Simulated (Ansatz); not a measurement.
## ZnS under a change: biaxial strain +2.40 %, plane normal [001], relaxed out of plane

The parent structure is ZnS in the wurtzite structure (space group P6_3mc, No. 186; a = 3.782 Å, c = 6.208 Å). Axes: x lies along a and z along c of the hexagonal cell.

The change: tensile biaxial strain of 2.40 % in the plane normal to [001], as in epitaxy on a mismatched substrate; the out-of-plane cell vector and the atoms relax.

Method: Ansatz (a program for electronic structure), PBEsol, PAW, cutoff 420 eV, no SOC. k-mesh 10×10×6 (Γ-centred); smearing 0.05 eV (Fermi–Dirac).

| quantity | base | changed | shift |
|---|---|---|---|
| volume per atom | 19.23 Å³ | 19.87 Å³ | +0.64 Å³ |
| space group | P6_3mc (No. 186) | P6_3mc (No. 186) | – |
| shortest interatomic distance | 2.319 Å | 2.332 Å | +0.013 Å |
| band gap | 2.15 eV | 2.01 eV | -0.147 eV |
| gap character | direct at Γ | direct at Γ | – |
| width of the top valence band | 2.23 eV | 2.11 eV | -0.12 eV |
| electron mass | 0.16 mₑ along c, 0.18 mₑ across (at Γ) | 0.16 mₑ (at Γ) | – |
| valence-band top at Γ (three highest levels, from the VBM) | 0.00, 0.00, -0.09 eV | 0.00, -0.08, -0.08 eV | – |
| out-of-plane strain | – | -1.44 % | – |
| ratio −ε⊥/ε∥ | – | 0.60 | – |
| mean in-plane stress (compression positive) | – | -3.5 GPa | – |

Cost of the whole job for the changed cell (relaxation, final SCF and bands): very roughly 80 core-seconds.

Effective masses come from finite differences of ±0.01 Å⁻¹. Stability against distortions was not tested.
